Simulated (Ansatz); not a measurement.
Start from NaYS2 (space group R-3m, No. 166; a model cell).

```
CELL_PARAMETERS angstrom
      1.96789     1.13616     6.58540
     -1.96789     1.13616     6.58540
      0.00000    -2.27233     6.58540
ATOMIC_POSITIONS crystal
  Y  0.00000 0.00000 0.00000
  Na 0.50000 0.50000 0.50000
  S  0.25742 0.25742 0.25742
  S  0.74258 0.74258 0.74258
```

Cartesian axes are those of the cell as printed.

Computed with DFT with PBEsol, PAW potentials and a 420 eV plane-wave cutoff in Ansatz (a quantum-chemistry and plane-wave program), no spin-orbit coupling.

Perturbation: the cell is compressed by 1.99 % along z with no lateral relaxation, atoms relaxed at fixed cell.

Predict the stress tensor and what it implies for the stiffness.

Stress of the strained cell less that of the base (GPa, compression positive):
```
   0.56    0.00    0.00
   0.00    0.56    0.00
   0.00    0.00    1.43
```

Then −Δσ_ii/ε with ε = -0.0199 gives secant stiffness values (nonlinear terms included at this strain): C33 ≈ 72 GPa, C13 ≈ 28 GPa and C23 ≈ 28 GPa.

Whether these cells are dynamically stable was not tested.
